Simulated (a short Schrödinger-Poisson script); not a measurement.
Structure: MOS inversion layer, Al2O3 on p-type InP, at 400 K.

```
layer  material  thickness (nm)  Na (cm⁻³)
-----  --------  --------------  ---------
1         Al2O3               5          -
2           InP            1500     9.7e16
```

The device is made up for the run: typed textbook-type constants, with dimensions and the other settings drawn at random. Al2O3: permittivity 9, conduction-band edge (eV) 3.03, gap (eV) 6.8, electron mass (mₑ) 0.3. InP: permittivity 12.5, conduction-band edge (eV) 0, gap (eV) 1.344, Nv at 300 K (cm⁻³) 1.1e19.

Channel valleys (confinement mass, in-plane density-of-states mass, number): Γ 0.08, 0.08, 1. At the gate the conduction-band edge of layer 1 lies 3.36 eV − eVg above the Fermi level of the channel; the field vanishes at the back. Gaps are held at their typed values at every temperature. Mesh 0.03 nm at interfaces.

From a short Schrödinger-Poisson script (our own, NumPy): 1D Poisson equation in equilibrium, electrons quantum, Hartree (BenDaniel-Duke, 12 states a valley, the channel's in-plane mass for all, wave functions ending at the dielectric), parabolic valleys, classical holes, full ionisation, no traps, pinning or gate leakage.

At Vg = 1.9 V the centroid of the electrons lies 3.69 nm from the interface.

Estimate the gate capacitance as the dielectric in series with that distance, and compare.

The dielectric alone has 1.59 μF/cm²; in series with 3.69 nm of the channel's permittivity, 1.04 μF/cm²; the run gives 1.05 μF/cm². The estimate leaves out the density-of-states capacitance and the centroid's move with voltage. Above a few 1e12 electrons/cm² a light Γ valley is non-parabolic and upper valleys begin to fill, which the model leaves out.
